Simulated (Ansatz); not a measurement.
The reference is SrTiO3 in the cubic perovskite structure (space group Pm-3m, No. 221; a = 3.891 Å).

All numbers come from Kohn–Sham DFT with the PBEsol functional, run in Ansatz (a program for electronic structure) with PAW and 420 eV plane waves, without spin-orbit coupling.

Strains are applied to the cell and any free atomic positions relax.

One change was made to it. Results:

The pressure drops by 6.15 GPa to -6.16 GPa; the band gap falls by 0.06 eV to 1.79 eV; the width of the top valence band drops by 0.03 eV, from 1.05 eV to 1.02 eV; the gap character is still indirect, R → Γ.

Task: Which of these changes matches the shifts?
A. isotropic strain +1.20 %
B. isotropic strain +3.00 %
C. isotropic strain +1.80 %
D. isotropic strain +2.40 %

Result: A, isotropic strain +1.20 %. For comparison, the pressure in the other runs: isotropic strain +3.00 % gives -13.57 GPa; isotropic strain +2.40 % gives -11.32 GPa; isotropic strain +1.80 % gives -8.85 GPa.

Whether these cells are dynamically stable was not tested. All final runs are without spin polarisation. Many cubic perovskites are stable only at high temperature; tilts and polar distortions were not tested.
